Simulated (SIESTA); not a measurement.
Worked example: self-consistent single point of GaAg (Pm-3m, 2 atoms in the cell) in SIESTA.

Computed with GGA PBEsol with spin-orbit coupling, numerical atomic orbitals DZP, PseudoDojo PBEsol fully relativistic norm-conserving potentials (rewritten from UPF to PSML) (SIESTA).

```yaml
crystal:
  lattice:
    - [3.31723, 0.00000, 0.00000]
    - [0.00000, 3.31723, 0.00000]
    - [0.00000, 0.00000, 3.31723]
  atoms:
    - { symbol: Ga, position: [0.50000, 0.50000, 0.50000] }
    - { symbol: Ag, position: [0.00000, 0.00000, 0.00000] }
```

Reference input (self-consistent single point, DFT, GGA PBEsol, numerical atomic orbitals DZP, PseudoDojo PBEsol standard norm-conserving potentials (rewritten from UPF to PSML)): XC.functional = GGA; XC.authors = PBEsol; potentials = PseudoDojo PBEsol standard; PAO.BasisSize = DZP; PAO.EnergyShift = 0.01 Ry; MeshCutoff = 350 Ry; kgrid.MonkhorstPack = 13 13 13; OccupationFunction = MP; OccupationMPOrder = 0; ElectronicTemperature = 0.272 eV; MaxSCFIterations = 150; SCF.Mixer.Method = Pulay. This run's input differs from it in these lines:

```diff
@@ -1,2 +1,2 @@
-# files in the folder: Ga.psml Ag.psml (PseudoDojo PBEsol standard)
+# files in the folder: Ga.psml Ag.psml (PseudoDojo PBEsol fully relativistic)
 SystemName  GaAg
@@ -35,2 +35,7 @@
 ElectronicTemperature        0.272 eV
+Spin                         spin-orbit
+%block DM.InitSpin
+  1 0.00 0.00 0.00
+  2 0.00 0.00 0.00
+%endblock DM.InitSpin
```

Log, with long lists cut:

```
        iscf     Eharris(eV)        E_KS(eV)     FreeEng(eV)     dDmax    Ef(eV) dHmax(eV)
   scf:    1    -6242.303309    -6275.583216    -6275.620984  0.443617 -1.301843 23.424332
     spin moment: {S} , |S| = {    0.00000   -0.00000    0.00000 }     0.00000
   scf:    2    -6293.393205    -6285.629506    -6285.664296  0.134988 -1.957746 12.875820
     spin moment: {S} , |S| = {   -0.00000   -0.00000   -0.00000 }     0.00000
   scf:    3    -6291.477300    -6289.461593    -6289.491105  0.113123 -2.498925  2.669980
     spin moment: {S} , |S| = {   -0.00000    0.00000   -0.00000 }     0.00000
   [... lines left out ...]
   scf:   11    -6289.661892    -6289.661995    -6289.690193  0.000501 -2.816838  0.165300
     spin moment: {S} , |S| = {   -0.00000   -0.00000   -0.00000 }     0.00000
mix: Pulay -- inversion failed, > SVD [rank/size] 4 / 7
   scf:   12    -6289.661975    -6289.662589    -6289.690852  0.001840 -2.812657  0.002412
     spin moment: {S} , |S| = {    0.00000   -0.00000    0.00000 }     0.00000
mix: Pulay -- inversion failed, > SVD [rank/size] 4 / 7
   scf:   13    -6289.662576    -6289.662588    -6289.690852  0.000027 -2.812594  0.000082
     spin moment: {S} , |S| = {   -0.00000   -0.00000   -0.00000 }     0.00000
SCF Convergence by DM+H criterion
max |DM_out - DM_in|         :     0.0000265816
max |H_out - H_in|      (eV) :     0.0000824333
SCF cycle converged after 13 iterations

Using DM_out to compute the final energy and forces

siesta: E_KS(eV) =            -6289.6626

siesta: E_KS - E_eggbox =     -6289.6626

siesta: Atomic forces (eV/Ang):
     1   -0.000000   -0.000000   -0.000000
     2    0.000000    0.000000    0.000000
   Tot   -0.000000   -0.000000   -0.000000
   Max    0.000000
   Res    0.000000    sqrt( Sum f_i^2 / 3N )
   Max    0.000000    constrained

Stress tensor Voigt[x,y,z,yz,xz,xy] (kbar):       50.47       50.47       50.47       -0.00       -0.00       -0.00
(Free)E + p*V (eV/cell)    -6290.8408
Target enthalpy (eV/cell)    -6289.6909

siesta: Program's energy decomposition (eV):
siesta: Enl(+so)=     -1088.130117
   [... lines left out ...]
siesta: FreeEng =     -6289.690852
   [... lines left out ...]
siesta:     0.031504   -0.000000   -0.000000
siesta:    -0.000000    0.031504   -0.000000
siesta:    -0.000000   -0.000000    0.031504

siesta: Cell volume =         36.502848 Ang**3

siesta: Pressure (static):
siesta:                Solid            Molecule  Units
siesta:          -0.00034312         -0.00034312  Ry/Bohr**3
siesta:          -0.03150386         -0.03150386  eV/Ang**3
siesta:         -50.47475133        -50.47474767  kBar
```

The run converged in 13 iterations. Against the reference run the pressure goes from -4.92 to -5.05 GPa.

The starting cell comes from a database of computed structures (which also holds hypothetical and non-ambient phases and stackings), without a prior relaxation at this level. Values carry the incompleteness of an atom-centred basis. With a pressure of about -5 GPa the cell is away from its equilibrium volume at this level.

Cost on one core of a shared machine: roughly 5 min.
